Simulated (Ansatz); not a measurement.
Base system: TiO2 in the rutile structure (space group P4_2/mnm, No. 136).

TiO2 is taken in the tetragonal space group P4₂/mnm (No. 136), the rutile structure, Pearson symbol tP6. Cell: a = 4.643 Å, b = 4.643 Å, c = 2.964 Å, α = 90.00°, β = 90.00°, γ = 90.00°. Ti on 2a has 6 O at 1.958–2.004 Å (octahedral). O on 4f is surrounded by 3 Ti at 1.958–2.004 Å (trigonal planar). (Neighbours: up to the widest gap in distance over summed covalent radii, below 1.35, at either atom; cation-cation and far metal-metal contacts left out.)

Calculations: DFT with PBE, PAW potentials and a 420 eV plane-wave cutoff in Ansatz (a program for electronic structure), without spin-orbit coupling.

Strains are applied to the cell and any free atomic positions relax.

One change was made to it. Results:

| quantity | base | after |
|---|---|---|
| band gap | 1.86 eV | 1.85 eV |
| energy relative to the base (free energy F) | 0 meV/atom | +2.2 meV/atom |
| electron mass | 0.58 mₑ along c, 1.2 mₑ across (at Γ) | 0.59 mₑ along c, 1.2 mₑ across (at Γ) |

Question: Which change produced these results?
A. isotropic strain +1.80 %
B. isotropic strain +1.20 %
C. isotropic strain +0.60 %
D. isotropic strain +3.00 %

Answer: C, isotropic strain +0.60 %. For comparison, the energy relative to the base in the other runs: isotropic strain +1.20 % gives +8.8 meV/atom; isotropic strain +3.00 % gives +51 meV/atom; isotropic strain +1.80 % gives +19 meV/atom.

Effective masses come from finite differences of ±0.01 Å⁻¹. No phonon test of stability was made. The final runs are not spin-polarised.
